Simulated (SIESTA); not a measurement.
A self-consistent single point of Au (Fm-3m, 1 atom in the cell) with SIESTA.

Method: SIESTA with GGA PBEsol, numerical atomic orbitals DZP, PseudoDojo PBEsol standard norm-conserving potentials (rewritten from UPF to PSML).

```
Au
1.0
    0.00000     2.03388     2.03388
    2.03388     0.00000     2.03388
    2.03388     2.03388     0.00000
Au
1
Direct
  0.00000   0.00000   0.00000
```

Reference input (self-consistent single point, DFT, GGA PBEsol, numerical atomic orbitals DZP, PseudoDojo PBEsol standard norm-conserving potentials (rewritten from UPF to PSML)): XC.functional = GGA; XC.authors = PBEsol; potentials = PseudoDojo PBEsol standard; PAO.BasisSize = DZP; PAO.EnergyShift = 0.01 Ry; MeshCutoff = 300 Ry; kgrid.MonkhorstPack = 8 8 8; OccupationFunction = FD; ElectronicTemperature = 0.1 eV; MaxSCFIterations = 150; SCF.Mixer.Method = Pulay; SCF.Mixer.Weight = 0.2. This run's input differs from it in these lines:

```diff
@@ -26,7 +26,8 @@
 %block kgrid.MonkhorstPack
-    8   0   0  0.0
-    0   8   0  0.0
-    0   0   8  0.0
+   13   0   0  0.0
+    0  13   0  0.0
+    0   0  13  0.0
 %endblock kgrid.MonkhorstPack
-OccupationFunction           FD
+OccupationFunction           MP
+OccupationMPOrder            0
 ElectronicTemperature        0.1 eV
```

Output (repeated stretches shortened):

```
        iscf     Eharris(eV)        E_KS(eV)     FreeEng(eV)     dDmax    Ef(eV) dHmax(eV)
   scf:    1    -4001.901138    -4007.134110    -4007.135223  1.892177  0.783643 11.592022
   scf:    2    -4011.266853    -4009.383274    -4009.384373  0.403245 -0.161578  6.424599
   scf:    3    -4010.783878    -4010.349074    -4010.350414  0.415439 -1.128303  0.081633
   scf:    4    -4010.348002    -4010.348658    -4010.349985  0.009958 -1.185040  0.102157
   scf:    5    -4010.349321    -4010.349133    -4010.350479  0.006899 -1.205197  0.002900
   scf:    6    -4010.349134    -4010.349133    -4010.350479  0.000149 -1.202677  0.006489
   scf:    7    -4010.349136    -4010.349135    -4010.350480  0.000410 -1.203599  0.000250
mix: Pulay -- inversion failed, > SVD [rank/size] 3 / 6
   scf:    8    -4010.349135    -4010.349135    -4010.350480  0.000011 -1.203565  0.000057
SCF Convergence by DM+H criterion
max |DM_out - DM_in|         :     0.0000110923
max |H_out - H_in|      (eV) :     0.0000574498
SCF cycle converged after 8 iterations

Using DM_out to compute the final energy and forces

siesta: E_KS(eV) =            -4010.3491

siesta: E_KS - E_eggbox =     -4010.3491

siesta: Atomic forces (eV/Ang):
     1   -0.000000   -0.000000   -0.000000
   Tot   -0.000000   -0.000000   -0.000000
   Max    0.000000
   Res    0.000000    sqrt( Sum f_i^2 / 3N )
   Max    0.000000    constrained

Stress tensor Voigt[x,y,z,yz,xz,xy] (kbar):        6.63        6.63        6.63       -0.04       -0.04       -0.04
(Free)E + p*V (eV/cell)    -4010.4201
Target enthalpy (eV/cell)    -4010.3505

siesta: Program's energy decomposition (eV):
siesta: FreeEng =     -4010.350480

siesta: Stress tensor (static) (eV/Ang**3):
   [... lines left out ...]
siesta: Cell volume =         16.826972 Ang**3
siesta:          -6.62730547         -6.62730547  kBar
   [... lines left out ...]
               5dz2    5dxz    5dx2-y2
   1 19.000   2.013   1.553  -0.488   2.002   2.002   2.002   0.234   0.234
              0.234   1.657   1.657   1.716   1.657   1.716   0.163   0.163

              0.163   0.163   0.163

mulliken: Qtot =       19.000

Mulliken Atomic Populations:
Atom #   charge [q] valence [e]  Species
     1    -0.000000   19.000000  Au
 Total    -0.000000
```

The run converged in 8 iterations. Against the reference run the free energy falls by 33.0 meV/atom and the pressure goes from 0.55 to -0.66 GPa.

The starting cell has typed, rounded lattice constants, without a prior relaxation at this level. Its lattice was rescaled by up to half a per cent. Values carry the incompleteness of an atom-centred basis.
